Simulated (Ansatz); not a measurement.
Start from Os in the hcp (Mg type) structure (space group P6_3/mmc, No. 194; a = 2.7543 Å, c = 4.3474 Å; relaxed with 0.1 eV smearing).

Structures relaxed with plane-wave PAW DFT at the PBE level (Ansatz, a first-principles code, 420 eV), spin-orbit coupling left out.

Base:

Simulated powder pattern, Cu Kα1, λ = 1.54056 Å (kinematic, ideal powder, no thermal factors, no anomalous dispersion; the 14 strongest lines at most, above 2 %, up to 2θ = 90°):

| 2θ (°) | I/Imax (%) | hkl |
|---|---|---|
| 37.68 | 24 | (100) |
| 41.51 | 25 | (002) |
| 43.23 | 100 | (101) |
| 57.30 | 15 | (102) |
| 68.02 | 18 | (110) |
| 76.92 | 19 | (103) |
| 80.46 | 2.9 | (200) |
| 82.93 | 22 | (112) |
| 84.09 | 16 | (201) |

After one change:

Simulated powder pattern, Cu Kα1, λ = 1.54056 Å (kinematic, ideal powder, no thermal factors, no anomalous dispersion; the 14 strongest lines at most, above 2 %, up to 2θ = 90°):

```
2θ (°)  I/Imax (%)
------  ----------
38.89           24
42.86           25
44.63          100
59.24           15
70.43           18
79.76           19
83.49          2.9
86.10           22
87.33           16
```

Q: Which change produced these results?
A) isotropic strain +2.00 %
B) isotropic strain −3.00 %
C) isotropic strain −2.00 %
D) isotropic strain −1.50 %

A: B, isotropic strain −3.00 %. Its volume per atom is 13.03 Å³ against 14.28 Å³, and its space group is P6_3/mmc (No. 194).

No phonon test of stability was made. All final runs are without spin polarisation.
